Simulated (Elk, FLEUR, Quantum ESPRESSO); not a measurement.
NdAs (Fm-3m, 2 atoms in the cell) computed with different codes at matched settings

Self-consistent single point.

```
CELL_PARAMETERS angstrom
     -3.02236     0.00000     3.02236
      0.00000     3.02236     3.02236
     -3.02236     3.02236     0.00000
ATOMIC_POSITIONS crystal
  Nd 0.50000 0.50000 0.50000
  As 0.00000 0.00000 0.00000
```
Moments meant for the start (each program seeds them in its own way; μB, in the order of the atoms Nd As): 3.0 0.0.

All programs got the same cell, k-point mesh and kind of occupations, and the same starting moments (in Quantum ESPRESSO's words: occupations = smearing; smearing = gauss; degauss = 0.0036749 Ry; nspin = 2; K_POINTS = automatic 10 10 10 0 0 0); potentials, basis and cutoffs are each program's usual ones.

```tsv
code	model	size of the net moment (μB/atom)	cutoff
Quantum ESPRESSO	LDA (PZ), SSSP 1.1.2 efficiency (PBE) pseudopotentials	1.50	50 Ry
Elk	LDA (PW92), all-electron FP-LAPW, Elk's shipped species files, LAPW+lo basis	1.51	rgkmax 7.5
FLEUR	LDA (Perdew-Zunger), all-electron FLAPW (FLEUR), scalar-relativistic valence	1.51	Kmax 3.8 1/bohr
```

The spread over the programs that give each value: size of the net moment within 0.01 μB/atom.

The starting cell comes from a database of computed structures (which also holds hypothetical and non-ambient phases and stackings), without a prior relaxation at this level. On Quantum ESPRESSO's run: Spin-orbit coupling is off. With one magnetic atom in the cell only a parallel order is possible. With U or open f shells several self-consistent states can exist. The f electrons are in the valence without U or exact exchange, which can misplace them near the Fermi level. Spin-orbit terms, which matter for f shells, are left out. In the base run, with a pressure of about -5 GPa the cell is away from its equilibrium volume at this level.

Problem. Why do the programs differ, and what cannot be compared?

Solution. Differences of this kind can come from the potentials, where these differ, and from what each basis and cutoff leave unconverged. The valence holds different numbers of electrons (Quantum ESPRESSO 19, FLEUR 29). The zero of total energies and Fermi levels follows the potentials and each program's conventions, so they are not compared here. Elk and FLEUR treat all electrons, but the usual bases taken here (sphere radii, linearisation, local orbitals, empty states) were not tested for convergence, so the values are no reference for the others. The same LDA comes in different parametrisations, which differ slightly. Site moments depend on each program's spheres or projections; the total moment of the cell does not.

Left out of this page: Ansatz (with a known weakness of the program); GPAW (failed or unconverged).
